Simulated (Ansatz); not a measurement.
# NbH2 in the CdI2 type structure (space group P-3m1, No. 164; a hypothetical phase, not in the database extracts checked; layered, stacked along the Cartesian z axis)

```cif
data_H2Nb
_chemical_formula_sum 'Nb1 H2'
_space_group_name_H-M_alt 'P 1'
_space_group_IT_number 1
_cell_length_a 2.85285
_cell_length_b 2.85285
_cell_length_c 4.83044
_cell_angle_alpha 90.000
_cell_angle_beta 90.000
_cell_angle_gamma 120.000
loop_
_space_group_symop_operation_xyz
  'x, y, z'
loop_
_atom_site_label
_atom_site_type_symbol
_atom_site_fract_x
_atom_site_fract_y
_atom_site_fract_z
_atom_site_occupancy
Nb1 Nb 0.00000 0.00000 0.00000 1
H1 H 0.33333 0.66667 0.23717 1
H2 H 0.66667 0.33333 0.76283 1
```

All numbers come from DFT with r2SCAN+rVV10, PAW potentials and a 500 eV plane-wave cutoff in Ansatz (a program for electronic structure), no spin-orbit coupling. k-mesh 19×19×10 (Γ-centred); smearing 0.05 eV (Fermi–Dirac).

```yaml
volume_per_atom: 11.35 Å³
density: 4.63 g/cm³
band_gap: zero
total_energy: -1531.260 eV/atom (σ→0; compares only within this code and set-up)
```

Whether these cells are dynamically stable was not tested. The final runs are not spin-polarised. An odd electron count without spin: NbH2.
